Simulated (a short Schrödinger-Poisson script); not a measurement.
## MOS inversion layer, Si3N4 on p-type Ge(100)

System: MOS inversion layer, Si3N4 on p-type Ge(100), at 400 K.

| layer | material | thickness (nm) | Na (cm⁻³) |
|---|---|---|---|
| 1 | Si3N4 | 2.4 | - |
| 2 | Ge | 1100 | 1.4e17 |

Constants are typed, rounded textbook-type inputs, not results; the design itself was drawn at random and stands for no fabricated device. Si3N4: permittivity 7.5, conduction-band edge (eV) 1.9, gap (eV) 5.1, electron mass (mₑ) 0.5. Ge: permittivity 16, conduction-band edge (eV) 0, gap (eV) 0.664, Nv at 300 K (cm⁻³) 6e18.

Channel valleys (confinement mass, in-plane density-of-states mass, number): L4 0.12, 0.295, 4. At the gate the conduction-band edge of layer 1 lies 2.2 eV − eVg above the Fermi level of the channel; the field vanishes at the back. Gaps are held at their typed values at every temperature. Mesh 0.03 nm at interfaces.

Solved with a short Schrödinger-Poisson script written for these runs: 1D Poisson equation in equilibrium, electrons quantum, Hartree (BenDaniel-Duke, 12 states a valley, the channel's in-plane mass for all, wave functions free to enter the dielectric), parabolic valleys, classical holes, full ionisation, no traps, pinning or gate leakage.

```csv
Vg (V),electrons (cm⁻²),C (μF/cm²),L4 E0 (meV),L4 E1 (meV)
0.05,1.67e9,0.262,344.8,386.5
0.1,4.19e9,0.246,303.5,349.1
0.15,1.23e10,0.255,261.8,310.8
0.2,3.80e10,0.320,220.7,273.0
0.25,1.10e11,0.497,182.7,238.2
0.3,2.68e11,0.776,150.9,209.7
0.35,5.29e11,1.06,126.4,188.9
0.4,8.78e11,1.28,107.8,174.2
0.45,1.29e12,1.44,93.5,163.7
0.5,1.75e12,1.56,81.9,156.0
0.55,2.25e12,1.66,72.4,150.0
0.6,2.78e12,1.74,64.2,145.4
0.65,3.33e12,1.80,57.1,141.6
0.7,3.90e12,1.86,50.8,138.6
0.75,4.48e12,1.90,45.1,136.0
0.8,5.08e12,1.94,40.0,133.9
0.85,5.69e12,1.97,35.2,132.1
0.9,6.31e12,2.01,30.8,130.5
0.95,6.94e12,2.03,26.7,129.1
1,7.58e12,2.06,22.9,127.9
1.05,8.23e12,2.08,19.2,126.9
```

Subbands count from the Fermi level.

Only the L valleys are kept; under strong confinement the Δ valleys of Ge fill too.
